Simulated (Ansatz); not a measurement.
The parent structure is Ti in the hcp (Mg type) structure (space group P6_3/mmc, No. 194; a = 2.9398 Å, c = 4.6540 Å; relaxed with 0.1 eV smearing).

The values are results of Ansatz (a quantum-chemistry and plane-wave program), PBE, PAW, cutoff 420 eV, spin-orbit coupling left out, not measurements.

Base values:

- Pressure = 0.0 GPa
- Band gap = zero

Now apply this change: every lattice vector is shortened by 3.00 %; the atoms relax in the strained cell.

### Question
How does this affect the pressure, energy relative to the base and band gap?

### Answer
The pressure (mean of the normal stresses, compression positive) goes from zero to 11.9 GPa; the energy increases by 53 meV/atom; the band gap stays zero.

Stability against distortions was not tested. All final runs are without spin polarisation.
